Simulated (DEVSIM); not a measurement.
Structure: Au/Si3N4/n-Ge capacitor, at 300 K.

```
layer (left to right)  material  thickness (nm)  Nd (cm⁻³)
---------------------  --------  --------------  ---------
1                         Si3N4            2.50          -
2                            Ge             700     7.3e17
```

Metal gate on the left, work function 5.1 eV. Fixed charge at the semiconductor interface -3e10 cm⁻² (in units of +e); no interface traps.

This is a model device: material constants are rounded textbook-type values typed into the input, and sizes, dopings and lifetimes were drawn at random. Values at 300 K; Nc and Nv go as T^1.5, mobilities as T to minus their exponent, the gap by Varshni's rule with the affinity fixed.

```tsv
parameter	Si3N4	Ge
gap (eV)	5.1	0.664
affinity (eV)	2.1	4
permittivity	7.5	16
Nc (cm⁻³)	-	1.04e19
Nv (cm⁻³)	-	6e18
Varshni α (eV/K)	-	0.000477
Varshni β (K)	-	235
```

Model (solved in DEVSIM): 1D Poisson equation in equilibrium, Boltzmann statistics, complete ionisation; no quantum confinement or tunnelling. Metal contacts follow the ideal Schottky-Mott rule: no Fermi-level pinning, no interface dipoles.

The temperature was swept, all else fixed.

| temperature (K) | minimum of the low-frequency capacitance (μF/cm²) | flat-band voltage (V) | threshold voltage (band bending 2φF) (V) |
|---|---|---|---|
| 250 | 0.364 | 1.05 | 0.29 |
| 300 | ___ | 1.03 | ___ |
| 350 | 0.420 | 1.01 | 0.38 |
| 400 | 0.461 | 1.00 | 0.42 |
| 450 | 0.515 | 0.98 | 0.47 |
| 500 | 0.589 | 0.95 | 0.52 |

Problem. Some entries are withheld; supply them.

Solution. 
- 300, minimum of the low-frequency capacitance (μF/cm²): 0.389
- 300, threshold voltage (band bending 2φF) (V): 0.33
